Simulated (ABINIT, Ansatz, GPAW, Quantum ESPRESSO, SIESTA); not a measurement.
**Code comparison for PbS (Fm-3m, 2 atoms in the cell)**

Self-consistent single point.

```xyz
2
Lattice="0.0000 2.9308 2.9308 2.9308 0.0000 2.9308 2.9308 2.9308 0.0000" Properties=species:S:1:pos:R:3 pbc="T T T"
Pb     0.0000     0.0000     0.0000
S      2.9308     2.9308     2.9308
```

Shared settings, as Ansatz (a quantum-chemistry and plane-wave program) writes them: kpoints.mp_grid.grid = 7 7 7; scf.occupations.method = fermi_dirac; scf.occupations.width = 0.01 eV. Potentials and cutoffs stand in the table.

```
code                                                                                                                                model  pressure (GPa)       cutoff
----------------  -----------------------------------------------------------------------------------------------------------------------  --------------  -----------
GPAW                                                                                         PBE, GPAW PAW datasets PBE (gpaw-data 1.0.1)            4.24       600 eV
Quantum ESPRESSO                                                                           PBE, GBRV 1.5 ultrasoft (PBE) pseudopotentials            4.37        40 Ry
Ansatz                                                                                                             PBE, default PAW files            4.52      default
ABINIT                                                           PBE, norm-conserving pseudopotentials (PseudoDojo nc-sr-05 PBE standard)            4.41        31 Ha
SIESTA            GGA PBE, numerical atomic orbitals TZP, PseudoDojo PBE standard norm-conserving potentials (rewritten from UPF to PSML)            4.94  grid 300 Ry
```

On Ansatz's run: spin-orbit coupling is off.

The spread over the programs that give each value: pressure within 0.70 GPa.

SIESTA uses small atom-centred bases, whose incompleteness enters pressures, forces and empty levels differently from a plane-wave cutoff. Ansatz's pressure is given at a fixed set of plane waves, as the other plane-wave codes print theirs.

This mesh misses zone-boundary points where a band edge of such crystals can lie, so no gaps are given.

On the base mesh (5 5 5) the same programs gave: Ansatz pressure 4.35 GPa; Quantum ESPRESSO pressure 4.20 GPa; ABINIT pressure 4.24 GPa; GPAW pressure 4.08 GPa; SIESTA pressure 4.78 GPa.

The starting cell has typed, rounded lattice constants, without a prior relaxation at this level. Its lattice was rescaled by a random factor within 2.5 % of one.

Left out of this page: CP2K (on another mesh); Elk and FLEUR (not drawn, or without a comparable value).

Keys are those of Ansatz 0.2.
